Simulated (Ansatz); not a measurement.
## A computed series for Se: response to strain

Start from Se (space group P3_121, No. 152; made of chains).

```
Se
1.0
    4.50569     0.00000     0.00000
   -2.25284     3.90204     0.00000
    0.00000     0.00000     4.99129
Se
3
Direct
  0.21709   0.00000   0.83333
  0.00000   0.21709   0.16667
  0.78291   0.78291   0.50000
```

Strains are applied to the cell and any free atomic positions relax.

Method: r2SCAN/PAW in Ansatz (a program for electronic structure), no spin-orbit coupling.

Notes on the quantities. energy relative to the base: free energy F.

| isotropic strain (%) | energy relative to the base (meV/atom) |
|---|---|
| -1.55 | 3.9 |
| -0.33 | 0.2 |
| 0 | 0.0 |
| 2.86 | ? |
| 4.95 | 32.5 |

Q: Fit ΔE = Aε² + Bε³ (ε in %) to the rows shown and predict the withheld row.

A: Least squares on the printed values gives A = 1.55 and B = -0.046 meV/atom (largest residual 0.0 meV/atom); this predicts 11.6 meV/atom, and the run gives 11.5 meV/atom, in agreement.

No phonon test of stability was made. No dispersion term is included, though the crystal is made of layers, chains or molecules, so its spacings can come out too wide.
